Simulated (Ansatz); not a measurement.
Results of r²SCAN0 (plane waves, PAW; Ansatz, a first-principles code) for BaCd₂As₂ (P-3m1, No. 164, 5 atoms in the cell; start mp-8281).

Numerical settings: plane-wave cutoff 520 eV, 6×6×4 k mesh (along the axes of the cell as run), Fermi–Dirac smearing 0.01 eV, scalar-relativistic PAW data made under PBE.

Cell (relaxed with PBEsol):

BaCd₂As₂ has the trigonal space group P-3m1 (No. 164), Pearson symbol hP5. Conventional cell: a = 4.497 Å, b = 4.497 Å, c = 7.601 Å, α = 90.00°, β = 90.00°, γ = 120.00°. Ba on 1a is coordinated by 6 As at 3.269 Å and 6 Cd at 3.829 Å. Cd on 2d is surrounded by 4 As at 2.725–2.800 Å and 3 Cd at 3.261 Å and 3 Ba at 3.829 Å. As on 2d sees 4 Cd at 2.725–2.800 Å and 3 Ba at 3.269 Å. (Neighbours: up to the widest gap in distance over summed covalent radii, below 1.35, at either atom; cation-cation and far metal-metal contacts left out.)

Problem. Predict the band gap.

Solution. 
- band gap = 1.94 eV (on the SCF k mesh)

Note: cell and atoms aren't relaxed at this level (largest force component 0.10 eV/Å, pressure 1.6 GPa).

Spin–orbit coupling is not included.

Computed values are for the static lattice.

A start named mp-… is a Materials Project structure, which need not be a measured phase.
